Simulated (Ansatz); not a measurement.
**Effect of pressure 0.9 GPa on BP**

Consider BP in the zinc blende structure (space group F-43m, No. 216; a = 4.548 Å).

The change: a hydrostatic pressure of 0.9 GPa.

Computed with PBE in Ansatz (plane waves to 420 eV, PAW, no spin-orbit coupling). Γ-centred 12×12×12 mesh, Fermi–Dirac width 0.05 eV.

```json
[
 {"quantity": "volume per atom", "base": "11.76 Å³", "changed": "11.70 Å³", "shift": "-0.06 Å³"},
 {"quantity": "density", "base": "2.95 g/cm³", "changed": "2.97 g/cm³", "shift": "+0.02 g/cm³"},
 {"quantity": "lattice parameter a", "base": "4.548 Å", "changed": "4.540 Å", "shift": "-0.008 Å"},
 {"quantity": "shortest interatomic distance", "base": "1.969 Å", "changed": "1.966 Å", "shift": "-0.0036 Å"},
 {"quantity": "enthalpy H = E + PV relative to the base's energy", "base": "–", "changed": "+0.07 eV/atom", "shift": "–"},
 {"quantity": "band gap", "base": "1.25 eV", "changed": "1.24 eV", "shift": "-0.01 eV"},
 {"quantity": "gap character", "base": "indirect, Γ → Γ–X (83 % along)", "changed": "indirect, Γ → Γ–X (83 % along)", "shift": "–"},
 {"quantity": "smallest direct gap", "base": "3.39 eV", "changed": "3.40 eV", "shift": "+0.01 eV"},
 {"quantity": "width of the top valence band", "base": "5.43 eV", "changed": "5.46 eV", "shift": "+0.03 eV"},
 {"quantity": "electron mass", "base": "1.3 mₑ along k, 0.23 mₑ across (off the special points)", "changed": "1.3 mₑ along k, 0.23 mₑ across (off the special points)", "shift": "–"},
 {"quantity": "hole mass (degenerate bands, along [100])", "base": "0.26, 0.26, 0.33 mₑ (at Γ)", "changed": "0.26, 0.26, 0.34 mₑ (at Γ)", "shift": "–"}
]
```

Load acts through the strain it causes; cell and atoms are relaxed under it. Effective masses come from finite differences of ±0.01 Å⁻¹. Along k means along the line from Γ to the band edge. Whether these cells are dynamically stable was not tested.

Ansatz is an electronic-structure program.
